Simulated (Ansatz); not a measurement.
**InP: element substitutions**

The reference is InP in the zinc blende structure (space group F-43m, No. 216; a = 5.9068 Å).

Each row replaces one element on all its sites; cell and atoms are relaxed.

The values are results of DFT with r2SCAN, PAW potentials and a 500 eV plane-wave cutoff in Ansatz (a quantum-chemistry and plane-wave program), spin-orbit coupling left out, not measurements.

Candidates:
(a) P → Ga
(b) In → B
(c) In → Ir

Base values:

```
Property              Result
-------------------  -------
Lattice parameter a  5.907 Å
```

Task: Order them by lattice parameter a, lowest first.

Result: (b) In → B (4.537 Å), (c) In → Ir (5.218 Å), (a) P → Ga (6.207 Å)

Stability against distortions was not tested. As relaxed here, InGa and IrP are hypothetical phases, not in the database extracts checked. The final runs are not spin-polarised.
